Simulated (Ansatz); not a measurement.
Consider Zr in the hcp (Mg type) structure (space group P6_3/mmc, No. 194; a = 3.182 Å, c = 5.124 Å; relaxed with 0.1 eV smearing).

The values are results of PBEsol in Ansatz (plane waves to 420 eV, PAW, without spin-orbit coupling), not measurements.

For the base:

```
Quantity    Value
--------  -------
Pressure  0.0 GPa
```

Perturbation: the cell is scaled by 1.0150 in all directions, atoms relaxed at fixed cell.

Question: How does this affect the energy relative to the base and pressure?

Answer: The energy increases by 14 meV/atom; the pressure (mean of the normal stresses, compression positive) goes from zero to -4.1 GPa.

The cells carry an imposed strain or load. No phonon test of stability was made. The final runs are not spin-polarised.

Ansatz is a quantum-chemistry and plane-wave program.
